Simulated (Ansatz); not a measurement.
Functionals compared on the (331) surface of germanium, H on every dangling bond (bottom of the slab: built like the top, H on every dangling bond, free), in Ansatz (plane waves, PAW). The structure was relaxed with PBE; the other rows are single points on it. Cutoff 420 eV (500 eV for r2SCAN). HSE06 used the coarser mesh 2x2x1.

Set-up: 40 atoms, 11.2 Å thick at the start with caps and adatoms (thin: gaps and levels are the slab's own); mesh 4x4x1; 0.025 eV smearing; dipole correction on; 4 atoms held, the rest relaxed; start symmetry kept, larger cells not searched; no spin, no spin-orbit, no U. These notes are the PBE run's.

```json
[
 {"functional": "PBE", "gap of the slab on its k-mesh (eV)": "0.64", "highest filled level below the top vacuum level (eV)": "4.44", "rough cost of the single point": "–"},
 {"functional": "r2SCAN", "gap of the slab on its k-mesh (eV)": "___", "highest filled level below the top vacuum level (eV)": "___", "rough cost of the single point": "around 16 core-minutes (rough)"}
]
```

Question: Complete the blanks.

Answer: 
- r2SCAN, gap of the slab on its k-mesh (eV): 0.91
- r2SCAN, highest filled level below the top vacuum level (eV): 4.59

Ansatz is an electronic-structure program.
